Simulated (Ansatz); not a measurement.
**BaSiO3 (P2₁2₁2₁, No. 19; cell taken from a computed entry)**

Method: LDA in Ansatz (plane waves, PAW).

Numerical settings: plane-wave cutoff 500 eV, 8×8×4 k mesh (along the axes of the cell as run), gaussian smearing 0.02 eV, scalar-relativistic PAW data made under PBE.

Cell (relaxed at this level):

```xyz
20
Lattice="4.4997 0.0000 0.0000 0.0000 5.5043 0.0000 0.0000 0.0000 12.2674" Properties=species:S:1:pos:R:3 pbc="T T T"
Ba     3.2732     4.4828    10.5274
Ba     3.4763     1.0215     4.3937
Ba     1.0234     3.7736     1.7400
Ba     1.2264     1.7307     7.8737
Si     0.7730     1.6602    11.3582
Si     1.4768     3.8441     5.2245
Si     3.0228     1.0919     0.9092
Si     3.7267     4.4124     7.0429
O      1.0764     3.2088    11.1057
O      1.1734     2.2955     4.9720
O      3.3262     5.0477     1.1617
O      3.4233     0.4566     7.2954
O      1.0881     0.6172    10.1928
O      1.1618     4.8871     4.0591
O      3.3379     2.1349     2.0746
O      3.4116     3.3694     8.2083
O      3.1006     3.9521     5.5721
O      3.6489     1.5522    11.7058
O      0.8508     4.3044     6.6952
O      1.3991     1.1999     0.5615
```

```json
{
 "band_gap": "4.83 eV (on the SCF k mesh)"
}
```

Note: the relaxation could not lower the start's symmetry, so the cell can be a saddle point above a distorted one.

Spin–orbit coupling is not included.

Computed values are for the static lattice.

Ansatz is a quantum-chemistry and plane-wave program.
